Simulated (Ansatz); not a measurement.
# CdSe, pressure series

Start from CdSe in the zinc blende structure (space group F-43m, No. 216; a = 6.082 Å).

Cell and atoms are relaxed at each pressure.

Computed with PBEsol/PAW in Ansatz (an electronic-structure program), without spin-orbit coupling.

```
pressure (GPa)  band gap (eV)
--------------  -------------
-2                       0.40
-1                       0.44
0                        0.48
0.9                      0.51
2.1                         ?
4.5                      0.62
9                        0.72
15                       0.82
```

Task: Fit E_g = E₀ + αP + βP² to the rows shown and predict the withheld row.

Result: Least squares on the printed values gives E₀ = 0.48 eV, α = 34.9 meV/GPa, β = -0.81 meV/GPa² (largest residual 0.01 eV); this predicts 0.55 eV, and the run gives 0.55 eV, in agreement.

Load acts through the strain it causes; cell and atoms are relaxed under it. Stability against distortions was not tested. Tetrahedral semiconductors of this kind turn to denser phases somewhere between about 1 and 50 GPa; those were not computed, so compressed cells here can lie past the real transition.
